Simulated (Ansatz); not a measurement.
A computed series for BN: response to strain

The reference is BN in the zinc blende structure (space group F-43m, No. 216; a = 3.581 Å). Axes: x, y, z lie along the cube axes.

Strains are applied to the cell and any free atomic positions relax; under biaxial strain the out-of-plane vector relaxes too.

Calculations: LDA (Ansatz, a program for electronic structure; PAW; 420 eV plane waves; no spin-orbit coupling).

Candidates:
(a) biaxial strain −2.00 %, plane normal [001], relaxed out of plane
(b) biaxial strain −0.50 %, plane normal [001], relaxed out of plane
(c) biaxial strain +1.50 %, plane normal [001], relaxed out of plane
(d) biaxial strain +3.00 %, plane normal [001], relaxed out of plane

Order them by out-of-plane strain, highest first.

(a) biaxial strain −2.00 %, plane normal [001], relaxed out of plane (+0.92 %), (b) biaxial strain −0.50 %, plane normal [001], relaxed out of plane (+0.23 %), (c) biaxial strain +1.50 %, plane normal [001], relaxed out of plane (-0.70 %), (d) biaxial strain +3.00 %, plane normal [001], relaxed out of plane (-1.42 %)

No phonon test of stability was made.
